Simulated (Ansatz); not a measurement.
Here is the system:

```xyz
2
Lattice="0.0000 3.2748 3.2748 3.2748 0.0000 3.2748 3.2748 3.2748 0.0000" Properties=species:S:1:pos:R:3 pbc="T T T"
K      0.0000     0.0000     0.0000
Br     3.2748     3.2748     3.2748
```

Calculation: PBEsol, rigid bands (plane waves, PAW, scalar-relativistic; Ansatz, an electronic-structure program). How the cell was made: cell and atoms relaxed with PBEsol.

Q: What conductivity effective mass do dilute electrons have at 300 K?

A: 0.38 mₑ.

Q: And the band gap?

A: 4.34 eV at this level; semilocal functionals usually fall short of the measured gap.

Rigid bands, one relaxation time for all states, no polarons. Spin-orbit coupling is left out; where it splits the top of the valence band it changes the hole mass and lowers the gap by about a third of the splitting.
